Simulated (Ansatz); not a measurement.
## Te with two functionals, biaxial strain +0.17 %, plane normal [001], relaxed out of plane

The parent structure is Te (space group P3_121, No. 152; a = 4.521 Å, c = 5.955 Å; made of chains). Axes: x lies along a and z along c of the hexagonal cell.

(Cell as relaxed with PBE.)

Levels (all Ansatz, a first-principles code, PAW, earlier PAW set): PBE (420 eV, scalar-relativistic without spin-orbit coupling); r2SCAN (500 eV, no spin-orbit coupling).

Each level relaxes its own structure.

```
base                      PBE    r2SCAN
-------------------  --------  --------
volume per atom      35.14 Å³  36.44 Å³
lattice parameter a  452.1 pm  462.4 pm
band gap              0.23 eV   0.54 eV
```

Modification: biaxial strain +0.17 %, plane normal [001], relaxed out of plane (Cartesian); in-plane vectors clamped, the third vector and the atoms free.

| quantity | PBE | r2SCAN |
|---|---|---|
| electron mass | 0.066 mₑ out of plane, 0.049 mₑ in plane (at H) | 0.089 mₑ out of plane, 0.12 mₑ in plane (at H) |
| band gap | 0.24 eV | 0.55 eV |
| out-of-plane strain | -0.11 % | -0.08 % |
| smallest direct gap | 0.25 eV | 0.61 eV |

PBE's band gap lies 0.31 eV below r2SCAN's; PBE's out-of-plane strain lies 0.03 % below r2SCAN's; PBE's smallest direct gap lies 0.36 eV below r2SCAN's. Neither level is exact; r2SCAN is the comparison here, not a measurement.

With Te present, leaving out spin-orbit coupling can change the band edges. Effective masses come from finite differences of ±0.01 Å⁻¹. No phonon test of stability was made. No dispersion term is included, though the crystal is made of layers, chains or molecules, so its spacings can come out too wide. The zero or small gap of Te can change with the level of theory.
